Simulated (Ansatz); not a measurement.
Reference: LaBi3 (Pm-3m), PBEsol, DFPT electron-phonon coupling, linearised Boltzmann equation (plane waves, PAW, scalar-relativistic; Ansatz, a quantum-chemistry and plane-wave program); geometry: relaxed with this functional, without spin-orbit coupling.

```
Bi3La
1.0
    4.93621     0.00000     0.00000
    0.00000     4.93621     0.00000
    0.00000     0.00000     4.93621
La Bi
1 3
Cartesian
  0.00000   0.00000   0.00000
  2.46810   0.00000   2.46810
  0.00000   2.46810   2.46810
  2.46810   2.46810   0.00000
```

| Quantity | Value |
|---|---|
| resistivity at 300 K | 23 μΩ·cm |

### Question
Swap Bi for Pd, keeping the structure type. How do these values move?

### Answer
LaPd3 (Pm-3m): volume per atom 30.1 to 17.9 Å³; resistivity at 300 K falls (23 μΩ·cm to 7.5 μΩ·cm).

### Question
Swap Bi for Pb, keeping the structure type. How do these values move?

### Answer
LaPb3 (Pm-3m): volume per atom 30.1 to 29.1 Å³; resistivity at 300 K falls (23 μΩ·cm to 18.7 μΩ·cm).

### Question
Swap Bi for In, keeping the structure type. How do these values move?

### Answer
LaIn3 (Pm-3m): volume per atom 30.1 to 26.1 Å³; resistivity at 300 K falls (23 μΩ·cm to 15.8 μΩ·cm).

Moves up to 7 % count as about the same. Metals; harmonic phonons alone scatter; means over directions. Halving the electron mesh moves these values by up to 5 %; q meshes are mostly untested. Some of the runs warned that the eigensolver left states short of its tolerance. Spin-orbit coupling is left out.

Formula and space group known from diffraction (Crystallography Open Database), not checked to be the room-temperature form: LaPb3 (Pm-3m), LaPd3 (Pm-3m). Computed structure with no diffraction record at hand here (it may be known, metastable or hypothetical): LaBi3 (Pm-3m). The missing spin-orbit coupling matters most for LaBi3 (Pm-3m), LaPb3 (Pm-3m).
